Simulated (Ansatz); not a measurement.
Defect: interstitial Li in beta Ga2O3 with all lengths changed by -1 %, charge state +1. Calculation: PBE, PAW (plane waves to 420 eV; Ansatz, a quantum-chemistry and plane-wave program).

Settings: 120 host sites, the strained lattice (strain from the relaxed PBE one, atoms relaxed), the Γ point alone, smearing 0.01 eV, spin-restricted, no image-charge correction. No zero-point or tunnelling terms. The charge state is imposed; whether it is stable for some Fermi level was not computed. Sites that were not tried may lie lower. The start lies 0.51 eV above the lowest site run (PBE).

Barriers: single points on a 2×2×2 k-point mesh shifted by half a step at the bands' geometries.

Relaxed starting cell (atoms counted from 1):

```
CELL_PARAMETERS angstrom
     12.33041     0.00000     0.00000
      0.00000     9.15776     0.00000
     -2.75492     0.00000    11.30618
ATOMIC_POSITIONS crystal
  Ga 0.08915 0.99934 0.39855
  Ga 0.09073 0.99952 0.89802
  Ga 0.08730 0.33277 0.39962
  Ga 0.09262 0.33226 0.89998
  Ga 0.08719 0.66758 0.39971
  Ga 0.09338 0.66727 0.89987
  Ga 0.40685 0.16924 0.10479
  Ga 0.41224 0.16593 0.60338
  Ga 0.39231 0.50843 0.11505
  Ga 0.41269 0.49925 0.60535
  Ga 0.40840 0.83588 0.10483
  Ga 0.41217 0.83260 0.60446
  Ga 0.15754 0.16630 0.15818
  Ga 0.15932 0.16539 0.65650
  Ga 0.15222 0.49970 0.16144
  Ga 0.15955 0.50044 0.65767
  Ga 0.15798 0.83304 0.15804
  Ga 0.16098 0.83354 0.65818
  Ga 0.33881 0.99939 0.34393
  Ga 0.34269 0.00005 0.84464
  Ga 0.33713 0.33156 0.34922
  Ga 0.33960 0.33122 0.83734
  Ga 0.33696 0.66775 0.34995
  Ga 0.34413 0.66690 0.84411
  O  0.16679 0.99982 0.05502
  O  0.16713 0.99931 0.55476
  O  0.16790 0.33527 0.05722
  O  0.16554 0.33323 0.55555
  O  0.16947 0.66373 0.05721
  O  0.16596 0.66687 0.55561
  O  0.33211 0.16459 0.44837
  O  0.33823 0.16955 0.94560
  O  0.33150 0.49937 0.45117
  O  0.34553 0.49761 0.95050
  O  0.33248 0.83447 0.44900
  O  0.33685 0.83293 0.94665
  O  0.17132 0.99956 0.28192
  O  0.17528 0.00026 0.78298
  O  0.16959 0.33168 0.28360
  O  0.17428 0.33362 0.78287
  O  0.16957 0.66854 0.28368
  O  0.17663 0.66548 0.78438
  O  0.32463 0.16747 0.22070
  O  0.32825 0.16720 0.71856
  O  0.31843 0.50043 0.22972
  O  0.32851 0.49942 0.72079
  O  0.32523 0.83282 0.22064
  O  0.32919 0.83249 0.72028
  O  0.49468 0.00287 0.12902
  O  0.49867 0.99939 0.62785
  O  0.48988 0.34148 0.13114
  O  0.49965 0.33256 0.62761
  O  0.49124 0.66440 0.12844
  O  0.49971 0.66588 0.62802
  O  0.00159 0.16544 0.37251
  O  0.00432 0.16688 0.87341
  O  0.00149 0.50019 0.37207
  O  0.00683 0.50009 0.87360
  O  0.00060 0.83405 0.37175
  O  0.00432 0.83208 0.87395
  Ga 0.58720 0.16593 0.39660
  Ga 0.59254 0.16919 0.89515
  Ga 0.58675 0.49925 0.39461
  Ga 0.60696 0.50837 0.88482
  Ga 0.58726 0.83259 0.39556
  Ga 0.59102 0.83588 0.89513
  Ga 0.90867 0.99951 0.10194
  Ga 0.91027 0.99935 0.60143
  Ga 0.90681 0.33227 0.09997
  Ga 0.91211 0.33277 0.60036
  Ga 0.90604 0.66729 0.10010
  Ga 0.91223 0.66761 0.60027
  Ga 0.65669 0.00004 0.15538
  Ga 0.66063 0.99941 0.65607
  Ga 0.65983 0.33122 0.16255
  Ga 0.66231 0.33158 0.65072
  Ga 0.65526 0.66688 0.15582
  Ga 0.66246 0.66776 0.65006
  Ga 0.84011 0.16538 0.34348
  Ga 0.84188 0.16629 0.84180
  Ga 0.83982 0.50045 0.34232
  Ga 0.84718 0.49971 0.83855
  Ga 0.83843 0.83354 0.34179
  Ga 0.84146 0.83304 0.84191
  O  0.66115 0.16954 0.05435
  O  0.66731 0.16460 0.55162
  O  0.65382 0.49757 0.04941
  O  0.66790 0.49940 0.54882
  O  0.66252 0.83293 0.05333
  O  0.66695 0.83447 0.55100
  O  0.83228 0.99932 0.44522
  O  0.83265 0.99981 0.94494
  O  0.83386 0.33321 0.44443
  O  0.83152 0.33526 0.94274
  O  0.83345 0.66689 0.44438
  O  0.83000 0.66376 0.94276
  O  0.67114 0.16721 0.28139
  O  0.67479 0.16747 0.77927
  O  0.67092 0.49943 0.27919
  O  0.68098 0.50045 0.77028
  O  0.67021 0.83249 0.27970
  O  0.67420 0.83282 0.77932
  O  0.82414 0.00026 0.21701
  O  0.82810 0.99955 0.71805
  O  0.82513 0.33360 0.21707
  O  0.82980 0.33168 0.71636
  O  0.82278 0.66549 0.21558
  O  0.82985 0.66856 0.71630
  O  0.99508 0.16687 0.12652
  O  0.99783 0.16545 0.62748
  O  0.99256 0.50010 0.12632
  O  0.99789 0.50019 0.62790
  O  0.99511 0.83208 0.12600
  O  0.99882 0.83406 0.62823
  O  0.50077 0.99939 0.37215
  O  0.50468 0.00284 0.87090
  O  0.49981 0.33255 0.37256
  O  0.50948 0.34140 0.86893
  O  0.49971 0.66587 0.37198
  O  0.50815 0.66443 0.87154
  Li 0.49968 0.43805 0.00002
```
Cell charge +1.

End state 1 differs by these moves (Å; atoms that move under 0.08 Å are left out):

| atom | element | Δx | Δy | Δz |
|---|---|---|---|---|
| 7 | Ga | -0.21 | -0.10 | 0.12 |
| 9 | Ga | 0.21 | -0.10 | -0.12 |
| 13 | Ga | -0.07 | 0.00 | 0.04 |
| 15 | Ga | 0.07 | 0.00 | -0.04 |
| 32 | O | 0.08 | -0.01 | 0.06 |
| 34 | O | -0.08 | -0.01 | -0.06 |
| 43 | O | -0.10 | -0.01 | 0.10 |
| 45 | O | 0.10 | -0.01 | -0.10 |
| 51 | O | 0.00 | -0.15 | 0.00 |
| 62 | Ga | 0.21 | -0.10 | -0.12 |
| 64 | Ga | -0.21 | -0.10 | 0.12 |
| 80 | Ga | 0.07 | 0.00 | -0.04 |
| 82 | Ga | -0.07 | 0.00 | 0.04 |
| 85 | O | -0.08 | -0.01 | -0.06 |
| 87 | O | 0.08 | -0.01 | 0.06 |
| 98 | O | 0.10 | -0.01 | -0.10 |
| 100 | O | -0.10 | -0.01 | 0.10 |
| 118 | O | 0.00 | -0.15 | 0.00 |
| 121 | Li | 0.00 | -1.92 | 0.00 |

Give the forward and backward barriers to end state 1 at the level PBE, PAW.

forward 0.15 eV, backward 0.15 eV; at the saddle point atom 121 has neighbours 2 O at 1.73 Å. The saddle point's order was not checked, and it lies on a symmetry element of the cell, where a band can be held.
